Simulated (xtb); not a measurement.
xtb 6.7.1, GFN2-xTB: Ga(Me)3 triplet ([CH3][Ga]([CH3])[CH3]), charge 0, multiplicity 3, 13 atoms. The geometry is a generated start, not checked to be a minimum at this level.

* **method**: GFN2-xTB
* **--acc**: 1 (default)
* **--etemp (K)**: 300 (default)
* **detailed input (--input)**: none: ANC optimiser, Lindh (1995) Hessian, microcycle=20, maxdispl=1.0, hlow=0.01 (default)
* **basis functions**: 31
* **valence electrons**: 24

```xyz
13

Ga    -0.0135     0.0047     0.0097
C     -1.4347    -1.4570    -0.1768
H     -1.1446    -2.1890    -0.9362
H     -2.3997    -1.0385    -0.4778
H     -1.5758    -2.0001     0.7619
C     -0.1611     1.7349    -1.0743
H      0.6216     1.7883    -1.8364
H     -0.0443     2.6126    -0.4317
H     -1.1268     1.8123    -1.5818
C      1.5851    -0.2742     1.2570
H      1.9881     0.6795     1.6094
H      2.3956    -0.8020     0.7456
H      1.3101    -0.8715     2.1314
```

Charge 0 and multiplicity 3 are set for this test and not shown to be the ground state. GFN-xTB has no spin term: --uhf 2 sets the occupations alone.

The structure is relaxed from this start with --opt LEVEL for the levels crude, sloppy, loose, lax, normal, tight, vtight, extreme, once each. Up to the end of the extreme run atoms move by at most 0.71 Å along an axis.

Question: Choose the cheapest level whose final energy lies within 1 meV of that of extreme.

Answer: vtight: 57 cycles against 58, ending 0.0012 meV above.

```tsv
level	cycles	energy above the extreme run (meV)	gradient norm (eV/Å)
crude	12	46	0.32
sloppy	14	44	0.18
loose	14	44	0.18
lax	16	43	0.12
normal	24	40	0.021
tight	31	39	0.012
vtight	57	under 0.01	0.0025
extreme	58	—	0.0022
```
